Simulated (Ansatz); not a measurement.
Base system: TiO₂ in the rutile structure (space group P4_2/mnm, No. 136; a = 4.591 Å, c = 2.939 Å).

Perturbation: every Ti is replaced by Sn; the structure is relaxed again.

Levels (all Ansatz, a quantum-chemistry and plane-wave program, PAW): PBEsol (420 eV, scalar-relativistic without spin-orbit coupling); r2SCAN (500 eV, no spin-orbit coupling); HSE06 (420 eV, without spin-orbit coupling).

One geometry, relaxed with PBEsol, under each level:

```csv
level,band gap,lowest conduction level above the VBM at special points,pressure
PBEsol,0.92 eV,Γ 0.92 eV; X 4.14 eV; M 4.54 eV; A 4.56 eV,0.00 GPa
r2SCAN,1.68 eV,Γ 1.68 eV; X 4.90 eV; M 5.33 eV; A 5.45 eV,-1.55 GPa
HSE06,___,___,–
```

**Question.** Give the withheld HSE06 results.

**Answer.** 
- HSE06, band gap: 2.75 eV
- HSE06, lowest conduction level above the VBM at special points: Γ 2.75 eV; X 6.10 eV; M 6.59 eV

Single points use the geometry relaxed with PBEsol. Their cutoffs differ, which shifts pressures a little. Stability against distortions was not tested. All final runs are without spin polarisation.
